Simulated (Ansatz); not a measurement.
Here is the system:

End structure of S on the 1x1 (111) surface of fcc Rh, one in a 2x1 cell, started at the site 'bridge Rh-Rh (span 2.7 Å)':

```
CELL_PARAMETERS angstrom
      5.41644     0.00000     0.00000
     -1.35411     2.34539     0.00000
      0.00000     0.00000    26.00000
ATOMIC_POSITIONS crystal
  Rh 0.16667 0.66667 0.37435
  Rh 0.66667 0.66667 0.37435
  Rh 0.33333 0.33333 0.45810
  Rh 0.83333 0.33333 0.45810
  Rh 0.99823 0.99823 0.54260
  Rh 0.49903 0.99903 0.54181
  Rh 0.14887 0.64887 0.63096
  Rh 0.66229 0.66229 0.62790
  S  0.34839 0.34839 0.69305
```

Set-up: 9 atoms, 6.5 Å thick at the start under the adsorbate (thin: gaps and levels are the slab's own); mesh 6x12x1; 0.1 eV smearing; dipole correction on; 4 atoms held, the rest relaxed; symmetry of the start imposed; no spin, no spin-orbit, no U, no dispersion correction. At the end it is bonded to 3 Rh. In PBE it is, or lies within 0.03 eV of, the lowest of the starts that converged.

A negative adsorption energy means that the adsorbate is more stable on the surface than in its reference.

Problem. Give the work function of the top face at the level PBE (Ansatz, a program for electronic structure).

Solution. 4.93 eV

Problem. Predict the change of the work function from PBE.

Solution. -0.22 eV

Problem. Predict the adsorption energy against ⅛ S8(g) from PBE.

Solution. -1.65 eV

Problem. What change of the step from the bottom to the top vacuum level, against the clean slab does PBE give?

Solution. -0.21 eV
